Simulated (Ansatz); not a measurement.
The parent structure is AlN in the wurtzite structure (space group P6_3mc, No. 186; a = 3.089 Å, c = 4.943 Å). Axes: x lies along a and z along c of the hexagonal cell.

Calculations: LDA in Ansatz (plane waves to 420 eV, PAW, no spin-orbit coupling).

Base values:

```
Property                               Value
---------------------  ---------------------
Electron mass                 0.32 mₑ (at Γ)
Valence-band top at Γ  0.00, -0.23, -0.23 eV
```

Perturbation: uniaxial strain ε_xx = +2.40 %, all other strain components held at zero, atoms relaxed at fixed cell.

Question: Estimate the effect on the electron mass, energy relative to the base and valence-band top at Γ.

Answer: The electron mass becomes 0.31 mₑ (at Γ) (base: 0.32 mₑ (at Γ)); the energy goes up by 7.0 meV/atom; the valence-band top at Γ (three highest levels, from the VBM) changes from 0.00, -0.23, -0.23 eV to 0.00, -0.24, -0.39 eV.

The levels and masses belong to the bands next to the band gap. Effective masses come from finite differences of ±0.01 Å⁻¹. Whether these cells are dynamically stable was not tested.

Ansatz is a quantum-chemistry and plane-wave program.
